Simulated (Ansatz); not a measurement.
Hypothetical rock salt SnC, response to strain

Start from SnC in the rock salt structure (space group Fm-3m, No. 225; a hypothetical phase, not in the database extracts checked; relaxed with 0.1 eV smearing).

```yaml
crystal:
  lattice:
    - [0.00000, 2.40074, 2.40074]
    - [2.40074, 0.00000, 2.40074]
    - [2.40074, 2.40074, 0.00000]
  atoms:
    - { symbol: C, position: [0.00000, 0.00000, 0.00000] }
    - { symbol: Sn, position: [0.50000, 0.50000, 0.50000] }
```

Strains are applied to the cell and any free atomic positions relax.

Computed with PBE in Ansatz (plane waves to 420 eV, PAW, spin-orbit coupling left out).

Notes on the quantities. energy relative to the base: free energy F.

```json
[
 {"isotropic strain (%)": "-1.46", "energy relative to the base (meV/atom)": "11.4"},
 {"isotropic strain (%)": "0", "energy relative to the base (meV/atom)": "0.0"},
 {"isotropic strain (%)": "0.55", "energy relative to the base (meV/atom)": "1.5"},
 {"isotropic strain (%)": "2.82", "energy relative to the base (meV/atom)": "?"},
 {"isotropic strain (%)": "5.24", "energy relative to the base (meV/atom)": "113.7"},
 {"isotropic strain (%)": "5.66", "energy relative to the base (meV/atom)": "130.5"}
]
```

### Question
Fit ΔE = Aε² + Bε³ (ε in %) to the rows shown and predict the withheld row.

### Answer
Least squares on the printed values gives A = 5.06 and B = -0.17 meV/atom (largest residual 0.1 meV/atom); this predicts 36.3 meV/atom, and the run gives 36.1 meV/atom, 0.2 lower.

Whether these cells are dynamically stable was not tested. All final runs are without spin polarisation.

Ansatz is an electronic-structure program.
